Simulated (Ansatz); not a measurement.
The structure below was relaxed with DFT with PBEsol, PAW potentials and a 420 eV plane-wave cutoff in Ansatz (a first-principles code), spin-orbit coupling left out, at pressure 22.5 GPa.

```
ZnS
1.0
    0.00000     2.51577     2.51577
    2.51577     0.00000     2.51577
    2.51577     2.51577     0.00000
Zn S
1 1
Direct
  0.00000   0.00000   0.00000
  0.25000   0.25000   0.25000
```

Problem. Find the space group and the Wyckoff positions.

Solution. Space group F-43m (No. 216); a = b = c = 5.0315 Å, α = β = γ = 90.00°

```csv
atom,site,symmetry,x,y,z
Zn,4a,-43m,0.0000,0.0000,0.0000
S,4d,-43m,0.7500,0.7500,0.7500
```

Problem. Describe the coordination.

Solution. The crystal has 8 atoms in its conventional cell. Lattice parameters: a = b = c = 5.032 Å, α = β = γ = 90.00°. Zn sees 4 S at 2.179 Å (tetrahedral). S has 4 Zn at 2.179 Å (tetrahedral). (Neighbours: up to the widest gap in distance over summed covalent radii, below 1.35, at either atom; cation-cation and far metal-metal contacts left out.)

Load acts through the strain it causes; cell and atoms are relaxed under it. Whether these cells are dynamically stable was not tested. Measured, ZnS leaves this structure (for rock salt) near 14.7 GPa (temperature not stated; as listed in Datta, Sujoy, Jana, Debnarayan, arXiv (2020)), on rising pressure, with hysteresis. The cell was made from ZnS in the zinc blende structure (space group F-43m, No. 216) by this change: pressure 22.5 GPa.
